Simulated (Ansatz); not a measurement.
The starting structures come from a database of crystals and need not be the phases stable at ambient conditions.

Inside the gap of an insulator the Bloch states are evanescent, with a wavenumber k + iκ along the transport direction.

Input:

```xyz
15
Lattice="5.7714 0.0000 0.0000 0.0000 12.2170 0.0000 0.0000 6.1085 3.5268" Properties=species:S:1:pos:R:3 pbc="T T T"
Sr     2.8857     2.0616     1.1902
Sr     2.8857    10.1555     1.1902
Sr     2.8857     6.1085     1.1463
Ge     0.0000    12.2170     1.8989
Ge     0.0000     4.4640     2.5773
Ge     0.0000     7.7531     2.5773
O      0.0000     6.1085     1.8138
O      0.0000     1.4835     0.8565
O      0.0000    10.7336     0.8565
O      4.1659    12.2170     2.5613
O      1.6054    16.1074     2.2461
O      4.1659     8.3267     2.2461
O      1.6054    12.2170     2.5613
O      4.1659    16.1074     2.2461
O      1.6054     8.3267     2.2461
```

Space group of this cell: P-62m. The cell is taken as given; by PBEsol its mean pressure is -3.4 GPa.

Transport runs along the normal of the first two printed cell vectors, the (110) plane of the conventional cell.

The gap is the functional's own. No spin-orbit coupling. Mid-gap values are interpolated on the energy grid.

**Question.** State the band gap and the smallest decay constant κ at mid-gap according to Ansatz (a first-principles code) with PBEsol.

**Answer.** Gap 2.91 eV on a 6×8×8 mesh; κ = 0.339 1/Å, at the zone centre.
